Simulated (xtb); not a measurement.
xtb 6.7.1, GFN1-xTB: Ba(Cl)(OH)(OH2)2 ([OH][Ba](<-[OH2])(<-[OH2])[Cl]), 10 atoms. The geometry is a generated start, not checked to be a minimum at this level.

```yaml
method: GFN1-xTB
"--acc": 1 (default)
"--etemp (K)": 300 (default)
detailed input (--input): "none: ANC optimiser, Lindh (1995) Hessian, microcycle=20, maxdispl=1.0, hlow=0.01 (default)"
basis_functions: 42
valence_electrons: 32
```

```xyz
10

Ba     1.1530    -0.3564    -0.9330
Cl     2.2559     2.1014    -0.9961
O      0.3707    -0.2821     1.2473
H      0.7938     0.0343     2.0491
O     -0.8918     1.2694    -0.4405
H     -0.4292     2.1169    -0.4281
H     -0.6107     0.8484     0.4144
O     -0.6246    -1.9286    -0.6061
H     -0.4897    -1.5436     0.2783
H     -1.5274    -2.2597    -0.5854
```

The structure is relaxed from this start with --opt LEVEL for the levels crude, sloppy, loose, lax, normal, tight, vtight, extreme, once each. Up to the end of the extreme run atoms move by at most 0.76 Å along an axis.

Problem. What is the loosest level that ends within 20 meV of the extreme run, and how many cycles does it take?

Solution. sloppy: 17 cycles against 68, ending 16 meV above.

| level | cycles | energy above the extreme run (meV) | gradient norm (eV/Å) |
|---|---|---|---|
| crude | 11 | 38 | 0.51 |
| sloppy | 17 | 16 | 0.17 |
| loose | 17 | 16 | 0.17 |
| lax | 26 | 2.6 | 0.11 |
| normal | 33 | 1.1 | 0.020 |
| tight | 48 | 0.32 | 0.012 |
| vtight | 66 | under 0.01 | 0.00078 |
| extreme | 68 | — | 0.00068 |
